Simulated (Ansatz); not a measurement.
SrLaAlO4 (I4mm, No. 107, 7 atoms in the cell; start mp-1218184), treated with LDA (PAW; Ansatz, an electronic-structure program).

Numerical settings: plane-wave cutoff 520 eV, 12×12×12 k mesh, Fermi–Dirac smearing 0.01 eV, scalar-relativistic PAW data made under PBE.

Cell (relaxed with PBEsol):

AlLaSrO4 has the tetragonal space group I4mm (No. 107), Pearson symbol tI14. Lattice parameters: a = b = 3.753 Å, c = 12.412 Å, α = β = γ = 90.00°. Sr on 2a is coordinated by 1 O at 2.441 Å and 8 O at 2.611–2.667 Å. La on 2a sees 1 O at 2.412 Å and 8 O at 2.538–2.665 Å. Al on 2a is surrounded by 6 O at 1.880–2.063 Å (octahedral). O1 on 2a has 1 Al at 2.063 Å and 1 Sr at 2.441 Å and 4 La at 2.665 Å (octahedral). O2 on 2a has 1 Al at 1.972 Å and 1 La at 2.412 Å and 4 Sr at 2.667 Å (octahedral). O3 on 4b has 2 Al at 1.880 Å and 2 La at 2.538 Å and 2 Sr at 2.611 Å (octahedral). (Neighbours: up to the widest gap in distance over summed covalent radii, below 1.35, at either atom; cation-cation and far metal-metal contacts left out.)
(The calculation used a cell of 7 atoms; values per cell refer to that cell.)

Task: Estimate the band gap, smallest direct gap on the k points sampled and Γ–Γ gap that the calculation returns.

Result: 
- band gap: 2.98 eV
- smallest direct gap on the k points sampled: 3.19 eV
- Γ–Γ gap: 3.72 eV

Note: cell and atoms aren't relaxed at this level (largest force component 0.09 eV/Å, pressure -4.7 GPa).

Spin–orbit coupling is not included.

The computed numbers hold no vibrational or temperature effects.

A start named mp-… is a Materials Project structure, which need not be a measured phase.
